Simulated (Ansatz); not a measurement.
Amorphous In₆Ga₁₂Zn₆O₃₃, 57 atoms at 5.54 g/cm³, one PBE-relaxed geometry, zone centre. Methods: PBE, scalar-relativistic without spin-orbit coupling (Ansatz, a quantum-chemistry and plane-wave program); r2SCAN, scalar-relativistic without spin-orbit coupling (Ansatz). Plane waves to 420 eV (r2SCAN 500 eV). At PBE the levels at the filled edge of the gap are localised (band-tail or defect states). All rungs ran without spin polarisation.

The cell was made by melting and quenching with the CHGNet potential and then relaxed with DFT. O atoms were pushed apart under 1.9 Å during the dynamics, to hinder bonds among them. The hot cell started wider than the set density and was brought back towards it in steps. It is the lowest in DFT energy of 2 quenches. It is a model cell: composition and starting density were chosen by hand, and all elements were melted together. No dispersion term was used. Its density started from a set value of 5.79 and ended at 5.54 g/cm³. The simulated quench (nominally 51 K/ps over its main leg) is rapid and tends to freeze in more defects than a deposited or slowly cooled glass has. One small periodic cell is one sample of the glass; other quenches scatter about these values. The volume was free in the relaxation, at fixed shape. Stress components on the final sampling reach 2.2 GPa.

The relaxation ran on the zone centre alone. At PBE the level gap is 1.12 eV on a 2×2×2 Γ-centred mesh, and the spacing at the zone centre alone 1.10 eV.

### Question
What zone-centre spacing does r2SCAN give, roughly?

### Answer
1.59 eV (+0.50 eV against PBE).

The highest filled and the lowest empty state spread over these numbers of atoms (participation numbers): PBE: 5.8 and 51.0; r2SCAN: 6.1 and 50.4.
